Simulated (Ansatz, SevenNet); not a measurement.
For GeSe (model structure, started from the NiAs type, P6₃/mmc, No. 194, 4 atoms in the cell), the machine-learned potential SevenNet-0 (trained on PBE and PBE+U data) gives:

```
Quantity                         Result
------------------------------  -------
equilibrium lattice constant a  4.011 Å
lattice parameter c             6.694 Å
```

### Question
What does PBE-D3(BJ) in Ansatz (plane waves, PAW) give for the same quantities?

### Answer

- lattice constant a: 3.857 Å (decreases by 3.8 %)
- lattice parameter c: 6.911 Å (increases by 3.2 %)

Changes are worked out from the printed values.

Unless a cell is named, each level is at its own relaxed cell (SevenNet-0 23.32, PBE-D3(BJ) 22.26 Å³/atom).

Caveats: a distance lies near a switch of the dispersion term, which can move the cell (PBE-D3(BJ)). Ansatz's density-functional and Hartree–Fock values are scalar-relativistic unless marked +SOC, with PAW data made under PBE.

A model structure was made by putting elements into a prototype or built by hand; it is no filed structure, need not be a known phase, and can be a saddle point held by its symmetry.

Ansatz is a program for electronic structure.
